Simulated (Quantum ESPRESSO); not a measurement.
Quantum ESPRESSO 7.5, DFT, PBE, plane waves, SSSP 1.1.2 efficiency PBE: a series of growing systems, each on 64 ranks. The k mesh and basis are held over the series and aren't claimed converged, least of all for the small cells.

```
Item                          Result
-------------------  ---------------
task                             scf
k mesh                         2×2×1
ecutwfc                        45 Ry
ecutrho                       360 Ry
occupations                 smearing
smearing                          mv
degauss                      0.02 Ry
tprnfor                         true
tstress                        false
k-point pools (-nk)                2
diagonalization      david (default)
mixing_mode          plain (default)
mixing_beta            0.7 (default)
mixing_ndim              8 (default)
```

Machine: one whole node, Intel Xeon 6 (Granite Rapids), 96 cores on 1 socket, 2 hardware threads a core, 3 L3 cache groups, 3 NUMA nodes.

Wall times, medians of two to five repeats, each run alone on the node (launch to exit). Unless noted, each process is bound to its own block of adjacent cores. The build: conda-forge: Open MPI 5.0, OpenMP, OpenBLAS 0.3.34 (pthreads), FFTW, ScaLAPACK, ELPA; another build can shift the numbers. Scratch files lie in a memory file system.

Measured:

| system | conv_thr | bands | electrons | G-vectors of the density | SCF iterations | wall time | peak memory |
|---|---|---|---|---|---|---|---|
| Cu(111) slab of 2 layers, 2x2, atoms displaced (Cu8), unrelaxed, 8 atoms | 8e-09 Ry | 91 | 152 | 283545 | 31 | 8.07 s | 2.2 GiB |
| Cu(111) slab of 3 layers, 2x2, atoms displaced (Cu12), unrelaxed, 12 atoms | 1.2e-08 Ry | 137 | 228 | 320181 | 41 | 18.6 s | 2.5 GiB |
| Cu(111) slab of 4 layers, 2x2, atoms displaced (Cu16), unrelaxed, 16 atoms | 1.6e-08 Ry | 182 | 304 | 357105 | 48 | 28.4 s | 2.9 GiB |

Still to run:

```json
[
 {"system": "Cu(111) slab of 6 layers, 2x2, atoms displaced (Cu24), unrelaxed, 24 atoms", "conv_thr": "2.4e-08 Ry", "bands": "274", "electrons": "456", "G-vectors of the density": "430665"},
 {"system": "Cu(111) slab of 8 layers, 2x2, atoms displaced (Cu32), unrelaxed, 32 atoms", "conv_thr": "3.2e-08 Ry", "bands": "365", "electrons": "608", "G-vectors of the density": "504105"}
]
```

Q: Estimate time and memory of the remaining systems.

A: The two largest measured give a power of ln(28.4/18.6) / ln(16/12) = 1.47 in the count of atoms; the table sets what it predicts beside the runs.

```json
[
 {"system": "Cu(111) slab of 6 layers, 2x2, atoms displaced (Cu24), unrelaxed, 24 atoms", "time by that power": "52 s", "SCF iterations": "57", "wall time": "65.8 s", "peak memory": "3.7 GiB"},
 {"system": "Cu(111) slab of 8 layers, 2x2, atoms displaced (Cu32), unrelaxed, 32 atoms", "time by that power": "79 s", "SCF iterations": "93", "wall time": "162 s", "peak memory": "4.8 GiB"}
]
```

From the smallest system to the largest the time grows as the power 2.2 of the count of atoms; from step to step the powers are 2.1, 1.5, 2.1, 3.1. The largest part is FFTs of H·ψ (vloc_psi) (28 %) in the smallest system and the rest of the band solver (c_bands and wfcinit less FFTs, projectors and diagonalisation: overlaps, rotations, waiting) (30 %) in the largest.
